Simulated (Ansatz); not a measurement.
The parent structure is Zr in the hcp (Mg type) structure (space group P6_3/mmc, No. 194; a = 3.182 Å, c = 5.124 Å; relaxed with 0.1 eV smearing). Axes: x lies along a and z along c of the hexagonal cell.

Calculations: PBEsol/PAW in Ansatz (a program for electronic structure), no spin-orbit coupling.

Strains are applied to the cell and any free atomic positions relax.

One change was made to it. Results:

The energy grows by 7.9 meV/atom; the pressure (mean of the normal stresses, compression positive) goes from zero to 2.8 GPa.

Q: What was done to the base?
(A) uniaxial strain ε_zz = −1.50 %
(B) uniaxial strain ε_zz = −1.00 %
(C) uniaxial strain ε_zz = +2.00 %
(D) uniaxial strain ε_zz = −2.50 %
(E) uniaxial strain ε_zz = −3.00 %

A: D, uniaxial strain ε_zz = −2.50 %. For comparison, the energy relative to the base in the other runs: uniaxial strain ε_zz = −3.00 % gives +11 meV/atom; uniaxial strain ε_zz = +2.00 % gives +4.6 meV/atom; uniaxial strain ε_zz = −1.00 % gives +1.2 meV/atom; uniaxial strain ε_zz = −1.50 % gives +2.8 meV/atom.

Whether these cells are dynamically stable was not tested. All final runs are without spin polarisation.
